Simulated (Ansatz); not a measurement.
## Pressure series in KTaO3

Take KTaO$_{3}$ in the cubic perovskite structure (space group Pm-3m, No. 221; a = 4.024 Å) as the base.

Cell and atoms are relaxed at each pressure.

Method: Kohn–Sham DFT with the PBE functional, run in Ansatz (a quantum-chemistry and plane-wave program) with PAW and 420 eV plane waves, no SOC.

```tsv
P (GPa)	V (Å³/atom)
-2.00	13.178
-1.00	13.106
0.29	13.016
0.69	12.989
1.50	12.934
5.00	12.713
7.50	12.566
10.00	12.428
```

A third-order Birch–Murnaghan fit to these points gives V₀ = 13.04 Å³/atom, B₀ = 188 GPa and B₀′ = 4.4. At pressure 10 GPa the volume is 95.3 % of V₀.

Measured bulk modulus of KTaO3: 220 GPa (temperature not stated; as listed in S. Tinte et al., Phys. Rev. B (1998)); the computed value is for a static lattice, so the two differ by thermal effects too.

Between the base and pressure 10 GPa the gap moves from 2.16 eV to 2.27 eV, a mean slope of 11 meV/GPa.

Spin-orbit coupling, missing from the scalar runs, can matter with Ta. Load acts through the strain it causes; cell and atoms are relaxed under it. No phonon test of stability was made. Competing high-pressure phases were not computed.
